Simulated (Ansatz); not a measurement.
The starting structures come from a database of crystals and need not be the phases stable at ambient conditions.

```yaml
crystal:
  lattice:
    - [3.80954, 0.00000, 0.00000]
    - [-1.90477, 3.29916, 0.00000]
    - [0.00000, 0.00000, 43.62733]
  atoms:
    - { symbol: Zn, position: [0.00000, 0.00000, 0.14290] }
    - { symbol: Zn, position: [0.66667, 0.33333, 0.07150] }
    - { symbol: Zn, position: [0.00000, 0.00000, 0.57140] }
    - { symbol: Zn, position: [0.00000, 0.00000, 0.78570] }
    - { symbol: Zn, position: [0.33333, 0.66667, 0.71430] }
    - { symbol: Zn, position: [0.33333, 0.66667, 0.28570] }
    - { symbol: Zn, position: [0.66667, 0.33333, 0.21440] }
    - { symbol: Zn, position: [0.66667, 0.33333, 0.64300] }
    - { symbol: Zn, position: [0.33333, 0.66667, 0.42860] }
    - { symbol: Zn, position: [0.00000, 0.00000, 0.92860] }
    - { symbol: Zn, position: [0.66667, 0.33333, 0.49990] }
    - { symbol: Zn, position: [0.00000, 0.00000, 0.35720] }
    - { symbol: Zn, position: [0.33333, 0.66667, 0.00010] }
    - { symbol: Zn, position: [0.33333, 0.66667, 0.85720] }
    - { symbol: S, position: [0.33333, 0.66667, 0.76780] }
    - { symbol: S, position: [0.00000, 0.00000, 0.98220] }
    - { symbol: S, position: [0.00000, 0.00000, 0.19650] }
    - { symbol: S, position: [0.66667, 0.33333, 0.69640] }
    - { symbol: S, position: [0.33333, 0.66667, 0.91070] }
    - { symbol: S, position: [0.33333, 0.66667, 0.48210] }
    - { symbol: S, position: [0.00000, 0.00000, 0.41080] }
    - { symbol: S, position: [0.33333, 0.66667, 0.33920] }
    - { symbol: S, position: [0.66667, 0.33333, 0.55340] }
    - { symbol: S, position: [0.00000, 0.00000, 0.83930] }
    - { symbol: S, position: [0.33333, 0.66667, 0.05360] }
    - { symbol: S, position: [0.66667, 0.33333, 0.26780] }
    - { symbol: S, position: [0.00000, 0.00000, 0.62500] }
    - { symbol: S, position: [0.66667, 0.33333, 0.12500] }
```

Space group of this cell: P3m1. The cell is taken as given.

Transport runs along the normal of the first two printed cell vectors, the (001) plane of the conventional cell.

The gap is the functional's own. No spin-orbit coupling. Mid-gap values are interpolated on the energy grid.

Problem. State the band gap and the smallest decay constant κ at mid-gap according to Ansatz (a quantum-chemistry and plane-wave program) with r2SCAN.

Solution. Gap 2.73 eV on a 12×12×1 mesh; κ = 0.174 1/Å, at the zone centre.
